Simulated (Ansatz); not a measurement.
Results of LDA (Ansatz, a program for electronic structure, PAW) for L1₂ (Cu3Au-type) Ni₃Fe.

Numerical settings: plane-wave cutoff 520 eV, 16×16×16 k mesh, Fermi–Dirac smearing 0.05 eV, spin-polarised with parallel moments, scalar-relativistic PAW data made under PBE.

The cell has the measured lattice: a = b = c = 3.545 Å, α = β = γ = 90.00°.

Q: What does this level give for the magnetic moment (largest site, within a sphere)?

A: 
- magnetic moment (largest site, within a sphere): 2.84 μB

The run finds no gap.

Note: cell and atoms aren't relaxed at this level (pressure -17.1 GPa).

Moments are spin moments.

Cost on a shared machine: around 100 core-seconds (rough).
